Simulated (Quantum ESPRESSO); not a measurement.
# Energy against c/a at fixed volume: hcp Ti (space group 194) (Quantum ESPRESSO, LDA)

```
CELL_PARAMETERS angstrom
      2.90211     0.00000     0.00000
     -1.45105     2.51330     0.00000
      0.00000     0.00000     4.41986
ATOMIC_POSITIONS crystal
  Ti 0.66667 0.33333 0.75000
  Ti 0.33333 0.66667 0.25000
```

Level of theory: LDA (PZ), GBRV 1.5 ultrasoft (LDA) pseudopotentials (plane waves; Quantum ESPRESSO). Settings: ecutwfc = 65 Ry; ecutrho = 520 Ry; occupations = smearing; smearing = fd; degauss = 0.0036749 Ry; potentials = {Ti: ti_lda_v1.4.uspp.F.UPF}; K_POINTS = automatic 26 26 14 0 0 0; conv_thr = 1e-10 Ry. The cell above is the first row's. The rows change c/a at fixed volume. In all rows fractional positions and the k mesh are held. E is the free energy at the stated smearing, counted from the lowest row.

| c/a | E (meV/atom) |
|---|---|
| 1.5230 | 5.55 |
| 1.5388 | 2.95 |
| 1.5547 | 1.19 |
| 1.5706 | 0.20 |
| 1.5864 | 0.00 |
| 1.6023 | 0.51 |
| 1.6182 | 1.73 |
| 1.6340 | 3.59 |
| 1.6499 | ? |

Taking a cubic for E over the 8 complete rows: With u = c/a - 1.58, the rows have u = -0.05700, -0.04120, -0.02530, -0.00940, 0.00640, 0.02230, 0.03820, 0.05400. Least squares gives E = -0.008 - 8.77·u + 1474.1·u² - 1439·u³. Residuals (row less fit): 0.002, -0.006, 0.009, -0.006, 0.004, -0.004, 0.002, 0.000; standard error 0.007 (degrees of freedom: 4). The fitted curve has its minimum at c/a = 1.58, where E = -0.02. To one more digit the minimum is at c/a = 1.583; the ideal close-packed ratio is 1.633.

What does the fit predict for E at c/a = 1.6499, and how far is the calculated value from it?

u = 0.06990, so E = -0.008 - 8.77 × 0.06990 + 1474.1 × 0.06990² - 1439 × 0.06990³ = 6.090 meV/atom. The calculation gives 6.08 meV/atom, 0.010 meV/atom below the prediction (0.2 % of the range of E in the table). The row lies outside the fitted rows, so this is an extrapolation. From the scatter of the fitted rows alone, a prediction at this place has a standard error of 0.019 meV/atom, so the miss is 0.5 times that.

Carrying the step between the two nearest rows on in a straight line would have given 5.46, off by 0.62; series whose last step already gives the withheld value aren't shown. The reference cell has the volume at which an earlier scan in this program and functional put its minimum by a fit; axis ratios and inner coordinates come from a measured-size cell. The runs keep the symmetry of the cell, so they don't test it for distortions. The best c/a moves a little with volume. Spin polarisation is off. In metals such curves are sensitive to mesh and smearing. Cutoffs and mesh are single choices, not tested for convergence of this quantity. Series with a scatter that would blur these digits, or in which a gap closes, are not shown. Strain series were run only where this level's volume lies within 10 % of a first guess from the measured size.
